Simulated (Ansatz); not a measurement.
# A computed series for AlAs: carrier doping

Base system: AlAs in the zinc blende structure (space group F-43m, No. 216; a = 5.728 Å).

Carriers are added at fixed cell with a uniform background; the Fermi–Dirac width is that of 300 K.

The values are results of Ansatz (an electronic-structure program), PBE, PAW, cutoff 420 eV, no SOC, not measurements.

Notes on the quantities. Fermi level from band edge: Fermi level relative to the doped band's edge (positive inside the band; to 0.05 eV).

```json
[
 {"variant": "undoped", "Fermi level from band edge": "–", "gap between the host's bands": "1.50 eV"},
 {"variant": "electrons 7.0×10^20 cm⁻³", "Fermi level from band edge": "+0.30 eV", "gap between the host's bands": "1.49 eV"},
 {"variant": "electrons 2.0×10^21 cm⁻³", "Fermi level from band edge": "+0.55 eV", "gap between the host's bands": "1.46 eV"},
 {"variant": "electrons 5.0×10^21 cm⁻³", "Fermi level from band edge": "+0.85 eV", "gap between the host's bands": "1.41 eV"},
 {"variant": "electrons 7.0×10^21 cm⁻³", "Fermi level from band edge": "+1.00 eV", "gap between the host's bands": "1.38 eV"},
 {"variant": "holes 7.0×10^20 cm⁻³", "Fermi level from band edge": "+0.15 eV", "gap between the host's bands": "1.53 eV"},
 {"variant": "holes 2.0×10^21 cm⁻³", "Fermi level from band edge": "+0.30 eV", "gap between the host's bands": "1.58 eV"},
 {"variant": "holes 5.0×10^21 cm⁻³", "Fermi level from band edge": "+0.50 eV", "gap between the host's bands": "1.69 eV"},
 {"variant": "holes 7.0×10^21 cm⁻³", "Fermi level from band edge": "+0.60 eV", "gap between the host's bands": "1.77 eV"}
]
```

Charged cell with a jellium background: band edges are those of the host's band count, energies are not comparable with the neutral cell, and many-body gap narrowing is missing. Whether these cells are dynamically stable was not tested.
